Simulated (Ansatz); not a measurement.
The starting structures come from a database of crystals and need not be the phases stable at ambient conditions.

Tunnelling through a barrier is set by its complex band structure: the current falls as exp(−2κd) with the smallest κ.

Here is the system:

```
CaF2
1.0
    3.63489     0.00000     0.00000
    0.00000     6.04768     0.00000
    0.00000     0.00000     7.13162
Ca F
4 8
Direct
  0.75000   0.24907   0.88814
  0.25000   0.75093   0.11186
  0.25000   0.25093   0.38814
  0.75000   0.74907   0.61186
  0.75000   0.47858   0.16574
  0.25000   0.52142   0.83426
  0.25000   0.02142   0.66574
  0.75000   0.97858   0.33426
  0.25000   0.64349   0.42648
  0.75000   0.35651   0.57352
  0.75000   0.85651   0.92648
  0.25000   0.14349   0.07352
```

Space group of this cell: Pnma. The cell is strained (all lengths scaled by 1.02); by r2SCAN its mean pressure is -5.5 GPa.

Transport runs along the normal of the first two printed cell vectors.

The gap is the functional's own. No spin-orbit coupling. Mid-gap values are interpolated on the energy grid.

### Question
Compute, with r2SCAN (Ansatz, a program for electronic structure), the band gap and the smallest decay constant κ at mid-gap.

### Answer
Gap 8.21 eV on a 8×6×4 mesh; κ = 0.572 1/Å, at the zone centre.
